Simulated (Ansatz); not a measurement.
Carrier properties of BeSe (F-43m)

Given:

```
BeSe
1.0
    0.00000     2.56432     2.56432
    2.56432     0.00000     2.56432
    2.56432     2.56432     0.00000
Be Se
1 1
Direct
  0.00000   0.00000   0.00000
  0.25000   0.25000   0.25000
```

Calculation: HSE06, rigid bands (plane waves, PAW, scalar-relativistic; Ansatz, a quantum-chemistry and plane-wave program). Cell: cell and atoms relaxed with PBEsol.

```yaml
band_gap: 3.45 eV
electron conductivity mass (300 K, dilute): 0.34 mₑ
effective density of states N_c (300 K): 1.8e19 cm⁻³
density_of_states_mass_electrons: 0.81 mₑ
Seebeck coefficient, n-type 1e19 cm⁻³, 300 K: -268 μV/K
best n-type power factor at 300 K for τ = 10 fs (best axis; densities from 1e16 to 1e21 cm⁻³ tried, whether or not they can be reached): 8.4 μW/(cm·K²) at 1e20 cm⁻³
```

Rigid bands; masses and Seebeck coefficients take one relaxation time τ for all states and one kind of carrier; polarons and phonon drag are left out. Spin-orbit coupling is left out. Geometry: cell and atoms relaxed with PBEsol.
